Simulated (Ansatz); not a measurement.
The starting structures come from a database of crystals and need not be the phases stable at ambient conditions.

Data:

```
AlAs
1.0
    4.00239     0.00000     0.00000
    0.00000     6.57780     0.00000
    2.00120     0.00000     3.36219
Al As
2 2
Direct
  0.33333   0.99932   0.33333
  0.66667   0.49932   0.66667
  0.33333   0.62468   0.33333
  0.66667   0.12468   0.66667
```

Space group of this cell: Cmc2_1. The cell is strained (lengths along the current scaled by 0.97, ions clamped); by PBEsol its mean pressure is 2.5 GPa.

Transport runs along the normal of the first two printed cell vectors.

The gap is the functional's own. No spin-orbit coupling. Mid-gap values are interpolated on the energy grid.

Compute, with PBEsol in Ansatz (a first-principles code), the band gap and the smallest decay constant κ at mid-gap.

Gap 1.43 eV on a 10×6×10 mesh; κ = 0.120 1/Å, at the zone centre.
